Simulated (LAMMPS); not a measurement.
LAMMPS 22 Jul 2025, classical MD, SNAP (Mo_Zuo_JPCA2020.snapcoeff): Mo, 5488 atoms.

```text
units metal
atom_style atomic
read_data unit.data
replicate 14 14 14
pair_style snap
pair_coeff * * Mo_Zuo_JPCA2020.snapcoeff Mo_Zuo_JPCA2020.snapparam Mo
change_box all z delta 0.0 $(2*lz) units box
velocity all create 1600 4928 dist gaussian loop geom
fix 1 all nve
fix 2 all langevin 800 800 0.04 9876 zero yes
timestep 0.001
thermo 100
run 300
reset_timestep 0
write_restart start.rst
```

```text
read_restart start.rst
pair_style snap
pair_coeff * * Mo_Zuo_JPCA2020.snapcoeff Mo_Zuo_JPCA2020.snapparam Mo
neighbor 2.0 bin
neigh_modify every 1 delay 0 check yes
fix 1 all nve
timestep 0.001
thermo_style custom step temp pe etotal press
thermo_modify format float %.10g
thermo 100
group probe id 1:48
dump probe probe custom 1000000 forces.txt id fx fy fz
dump_modify probe sort id format float %.8g
run 100
```

box: 44.1 × 44.1 × 132.2 Å, the slab in its lowest third along z, the rest vacuum.

start: generated bcc lattice, warmed in an untimed run.

Compared values: energy and forces of the first step, drift over the run.

Hardware: Arm Neoverse V2, 96 cores on 1 socket, no SMT, 1 L3 cache group; 94 cores' worth of CPU time may be used.

Wall times, medians of two to five repeats, each run alone on the node (launch to exit). Unless noted, each process is bound to its own block of adjacent cores. Build: PyPI wheel: MPICH, OPENMP and OPT packages. Other compilers and libraries give other times. Scratch files lie in a memory file system. A preparatory run goes ahead and isn't timed.

Started as
```bash
# ahead of the timed run: OMP_NUM_THREADS=1 mpirun -np 48 lmp -in in.warm -log none -nocite
OMP_NUM_THREADS=1 mpirun -np 64 lmp -in in.lmp -log log.lammps -nocite
```
(64 ranks, processors = * * * (default)) it takes 1.7 s and 0 neighbour list builds.

Predict the time once the run is changed to processors = * * 1.

About 0.83 s (3 runs within 2 %): 2.1× as fast. The largest move is in other (Other): 0.73 s to 0.0040 s. The slowest rank's pair time is 3.13 times the mean in the first run and 1.08 times in the second; the others wait. As resolved by the program: grid of ranks 4 by 2 by 8 against 8 by 8 by 1. Change in the result: energy equal as printed, forces on 48 atoms equal as printed, drift of the total energy equal as printed.
